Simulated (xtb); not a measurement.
xtb 6.7.1, GFN2-xTB: Cc1cccc(C)c1B(c1ccc2cc(C(C)(C)C)ccc2c1)c1ccc2c(c1)sc1ccccc12, 67 atoms. The geometry is a generated start, not checked to be a minimum at this level.

| Property | Result |
|---|---|
| method | GFN2-xTB |
| --acc | 1 (default) |
| --etemp (K) | 300 (default) |
| detailed input (--input) | none: ANC optimiser, Lindh (1995) Hessian, microcycle=20, maxdispl=1.0, hlow=0.01 (default) |
| basis functions | 181 |
| valence electrons | 176 |

The structure is relaxed from this start with --opt LEVEL for the levels crude, sloppy, loose, lax, normal, tight, vtight, extreme, once each. Up to the end of the extreme run atoms move by at most 1.5 Å along an axis.

### Question
What is the loosest level that ends within 1 meV of the extreme run, and how many cycles does it take?

### Answer
tight: 82 cycles against 123, ending 0.38 meV above.

| level | cycles | energy above the extreme run (meV) | gradient norm (eV/Å) |
|---|---|---|---|
| crude | 10 | 98 | 0.28 |
| sloppy | 19 | 65 | 0.24 |
| loose | 24 | 53 | 0.20 |
| lax | 44 | 13 | 0.085 |
| normal | 68 | 1.6 | 0.014 |
| tight | 82 | 0.38 | 0.0084 |
| vtight | 94 | 0.13 | 0.0030 |
| extreme | 123 | — | 0.00070 |
